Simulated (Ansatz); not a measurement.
The parent structure is ScAu in the CsCl type structure (space group Pm-3m, No. 221; a = 3.3557 Å). Axes: x, y, z lie along the cube axes.

Method: PBEsol (Ansatz, a quantum-chemistry and plane-wave program; PAW; 420 eV plane waves; scalar-relativistic without spin-orbit coupling).

Free-standing slabs (2 atom(s) a layer) normal to [110] with 15 Å of vacuum; in-plane cell held at bulk.

One change was made to it. Results:

```json
[
 {"quantity": "excess energy per area of both faces (slab less bulk energy over the cell's area: twice a surface energy) (uncertain by up to 0.04 J/m²)", "base": "–", "after": "2.51 J/m²"},
 {"quantity": "shortest interatomic distance", "base": "2.906 Å", "after": "2.744 Å"},
 {"quantity": "band gap", "base": "zero", "after": "zero"}
]
```

Question: Which of these changes matches the shifts?
(A) 5 layers
(B) 2 layers
(C) 4 layers
(D) 7 layers
(E) 6 layers

Answer: B, 2 layers. For comparison, the shortest interatomic distance in the other runs: 5 layers gives 2.765 Å; 4 layers gives 2.779 Å; 7 layers gives 2.771 Å; 6 layers gives 2.781 Å.

Slab and bulk use different k-meshes, which limits the precision of the excess energy. Stability against distortions was not tested. The final runs are not spin-polarised.
